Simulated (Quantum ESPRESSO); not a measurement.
**Converging the k-point mesh at a smearing width of 0.05 eV: Ni (Fm-3m, 1 atom in the cell)**

```xyz
1
Lattice="0.0000 1.7547 1.7547 1.7547 0.0000 1.7547 1.7547 1.7547 0.0000" Properties=species:S:1:pos:R:3 pbc="T T T"
Ni     0.0000     0.0000     0.0000
```
Moments meant for the start (each program seeds them in its own way; μB, in the order of the atoms Ni): 1.0.

Method of the run: PBE, PSlibrary PAW (PBE) pseudopotentials (plane waves; Quantum ESPRESSO).

Base settings: ecutwfc = 50 Ry; ecutrho = 300 Ry; occupations = smearing; smearing = gauss; degauss = 0.0073499 Ry; nspin = 2; potentials = {Ni: Ni.pbe-n-kjpaw_psl.1.0.0.UPF}; K_POINTS = automatic 16 16 16 0 0 0; conv_thr = 1e-10 Ry; mixing_beta = 0.3.

In this ladder: degauss = 0.0036749 Ry.

Only quantities that move along the ladder and can be compared are tabulated.

The count of work is k-points × plane waves × bands × iterations; it is no time. 

The starting cell has typed, rounded lattice constants, without a prior relaxation at this level. Its lattice was rescaled by up to half a per cent. With one magnetic atom in the cell only a parallel order is possible.

| K_POINTS | free energy less the last step's (meV/atom) | pressure (GPa) | net moment (μB/atom) | count of work / last |
|---|---|---|---|---|
| automatic 6 6 6 0 0 0 | -26.33 | 0.11 | 0.640 | 0.010 |
| automatic 7 7 7 0 0 0 | 11.24 | 1.91 | 0.730 | 0.020 |
| automatic 8 8 8 0 0 0 | -0.75 | 1.24 | 0.700 | 0.020 |
| automatic 10 10 10 0 0 0 | -3.47 | 1.50 | 0.730 | 0.030 |
| automatic 12 12 12 0 0 0 | -0.06 | 1.46 | 0.700 | 0.046 |
| automatic 14 14 14 0 0 0 | 3.69 | 0.80 | 0.600 | 0.072 |
| automatic 18 18 18 0 0 0 | -1.47 | 0.83 | 0.620 | 0.13 |
| automatic 21 21 21 0 0 0 | 0.59 | 0.90 | 0.630 | 0.20 |
| automatic 26 26 26 0 0 0 | 0.41 | 1.10 | 0.660 | 0.35 |
| automatic 31 31 31 0 0 0 | 0.03 | 1.05 | 0.650 | 0.52 |
| automatic 38 38 38 0 0 0 | 0.00 | 1.05 | 0.650 | 1.0 |

Coarsest K_POINTS that holds the free energy within 0.5 meV/atom of the last step, with all finer ones: automatic 26 26 26 0 0 0, at 0.35 of the last step's count of work; the step before is off by 0.59 meV/atom.

Coarsest K_POINTS that holds the pressure within 0.5 GPa of the last step, with all finer ones: automatic 8 8 8 0 0 0, at 0.020 of the last step's count of work; the step before is off by 0.86 GPa.

Two neighbours can agree and both be off: automatic 10 10 10 0 0 0 and automatic 12 12 12 0 0 0 differ by 0.05 GPa in the pressure, yet lie about 0.41 GPa from the last step.
